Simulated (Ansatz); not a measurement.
## Response to strain in ZnAu

Start from ZnAu in the CsCl type structure (space group Pm-3m, No. 221; a = 3.187 Å; relaxed with 0.1 eV smearing).

Strains are applied to the cell and any free atomic positions relax.

Computed with PBE in Ansatz (plane waves to 420 eV, PAW, without spin-orbit coupling).

Notes on the quantities. energy relative to the base: free energy F.

| variant | energy relative to the base | volume per atom | pressure |
|---|---|---|---|
| base | 0 meV/atom | 16.18 Å³ | 0.0 GPa |
| isotropic strain −3.00 % | +55 meV/atom | 14.77 Å³ | 13.7 GPa |
| isotropic strain −2.50 % | +37 meV/atom | 15.00 Å³ | 10.9 GPa |
| isotropic strain −1.50 % | +13 meV/atom | 15.46 Å³ | 6.0 GPa |
| isotropic strain −1.00 % | +5.5 meV/atom | 15.70 Å³ | 3.8 GPa |
| isotropic strain +0.50 % | +1.3 meV/atom | 16.43 Å³ | -1.7 GPa |
| isotropic strain +1.00 % | +5.1 meV/atom | 16.67 Å³ | -3.2 GPa |
| isotropic strain +1.50 % | +11 meV/atom | 16.92 Å³ | -4.6 GPa |
| isotropic strain +2.50 % | +30 meV/atom | 17.43 Å³ | -7.0 GPa |
| isotropic strain +3.00 % | +42 meV/atom | 17.68 Å³ | -8.1 GPa |

No phonon test of stability was made.

Ansatz is an electronic-structure program.
